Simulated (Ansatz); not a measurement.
Hops of point defects in alpha Ga2O3, each between lowest sites run for its defect: PBE bands (Ansatz, an electronic-structure program, plane waves to 420 eV, PAW, climbing-image NEB) beside r2SCAN single points (500 eV) at the PBE geometries. Static nuclei, no finite-size correction. The rows are a random draw from the bands that converged and passed our checks of state and shape. Saddle orders were checked for a part of the study's bands only and are not shown. Vacancies start on their lattice site; split forms were not set up. Charge states are imposed.

| Row | Defect | Route | Hop (Å) | Cell and PBE mesh | r2SCAN k-points | PBE barrier x (eV) | r2SCAN barrier y (eV) |
|---|---|---|---|---|---|---|---|
| 1 | O vacancy, charge +2 | a nearby O jumps into the vacancy | 2.68 | 120 sites, Γ | same mesh | 1.22 | 1.42 |
| 2 | interstitial H, charge +1 | H moves farthest | 1.25 | 120 sites, Γ | same mesh | 0.20 | 0.25 |
| 3 | Ga vacancy, charge -3 | a nearby Ga jumps into the vacancy | 2.43 | 120 sites, Γ | same mesh | 1.27 | 1.14 |
| 4 | O vacancy, charge +2 | a nearby O jumps into the vacancy | 3.05 | 120 sites, Γ | same mesh | 1.95 | 2.09 |
| 5 | Ga vacancy, charge -3 | a nearby Ga jumps into the vacancy | 2.57 | 120 sites, Γ | same mesh | 1.13 | 1.04 |
| 6 | O vacancy, charge +2 | a nearby O jumps into the vacancy | 2.46 | 120 sites, Γ | same mesh | 0.66 | ? |

Task: Fit a straight line y = a x + b to rows 1 to 5, predict row 6, and compare with the computed value.

Result: Means: x̄ = 1.154, ȳ = 1.188 eV. Sums: Sxx = 1.562, Sxy = 1.626 eV². So a = Sxy/Sxx = 1.041 and b = ȳ − a x̄ = -0.013 eV, with a scatter of 0.16 eV about the line. Row 6: 1.041 × 0.66 − 0.013 ≈ 0.67 eV. The computed r2SCAN value is 0.65 eV, -0.02 eV from the line, within the scatter. The line only summarises these rows of one host.
